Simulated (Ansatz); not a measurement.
**How the equilibrium lattice constant a of Si (model structure, started from the C4 type, I4₁32, No. 214, 4 atoms in the cell) moves with the method**

No measured value is used here.

| level (code) | value (Å) |
|---|---|
| LDA (Ansatz) | 6.351 |
| PBE (Ansatz) | 6.437 |
| PBEsol (Ansatz) | 6.394 |
| PBE-D3(BJ) (Ansatz) | 6.376 |
| r²SCAN (Ansatz) | 6.389 |
| r²SCAN+rVV10 (Ansatz) | 6.377 |

Cutoffs differ between the levels. Ansatz's density-functional and Hartree–Fock values are scalar-relativistic unless marked +SOC, with PAW data made under PBE.

A model structure was made by putting elements into a prototype or built by hand; it is no filed structure, need not be a known phase, and can be a saddle point held by its symmetry.

Ansatz is a program for electronic structure.
